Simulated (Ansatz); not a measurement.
# CsCl-type RuAl

The numbers are results of PBEsol in Ansatz (plane waves, PAW), not measurements.

Numerical settings: plane-wave cutoff 520 eV, 16×16×16 k mesh, Fermi–Dirac smearing 0.1 eV, perturbation theory, force constants from a 4×4×4 q mesh, no spin polarisation, scalar-relativistic PAW data made under PBE.

Cell: relaxed at this level.

```json
{
 "TO(Γ) frequency": "321 cm⁻¹",
 "zero_point_energy": "0.044 eV/atom"
}
```

It cost around 24 core-minutes (rough) of CPU time.

Ansatz is a first-principles code.
